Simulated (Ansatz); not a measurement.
Consider Rh in the fcc (Cu type) structure (space group Fm-3m, No. 225; a = 3.7816 Å; relaxed with 0.1 eV smearing). Axes: x, y, z lie along the cube axes.

All numbers come from PBEsol/PAW in Ansatz (a quantum-chemistry and plane-wave program), no spin-orbit coupling.

Base values:

```
Property   Result
--------  -------
Pressure  0.0 GPa
```

It is then changed as follows: compressive biaxial strain of 0.42 % in the plane normal to [111], as in epitaxy on a mismatched substrate; the out-of-plane cell vector and the atoms relax.

### Question
Estimate the effect on the out-of-plane strain, energy relative to the base and pressure.

### Answer
The out-of-plane strain comes out as +0.23 %; the energy increases by 1.0 meV/atom; the pressure (mean of the normal stresses, compression positive) goes from zero to 1.8 GPa.

No phonon test of stability was made. All final runs are without spin polarisation.
